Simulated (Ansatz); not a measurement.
The parent structure is BeTe in the zinc blende structure (space group F-43m, No. 216; a = 5.664 Å). Axes: x, y, z lie along the cube axes.

All numbers come from plane-wave PAW DFT at the PBE level (Ansatz, an electronic-structure program, 420 eV), no spin-orbit coupling.

The change: the cell is scaled by 0.9900 in all directions, atoms relaxed at fixed cell.

Q: Predict the stress tensor and what it implies for the stiffness.

A: Stress of the strained cell less that of the base (GPa, compression positive):
```
   1.81    0.00    0.00
   0.00    1.81    0.00
   0.00    0.00    1.81
```

Then B = −ΔP/(ΔV/V₀) with ΔV/V₀ = -0.0297 gives secant stiffness values (nonlinear terms included at this strain): B ≈ 61 GPa.

Stability against distortions was not tested.
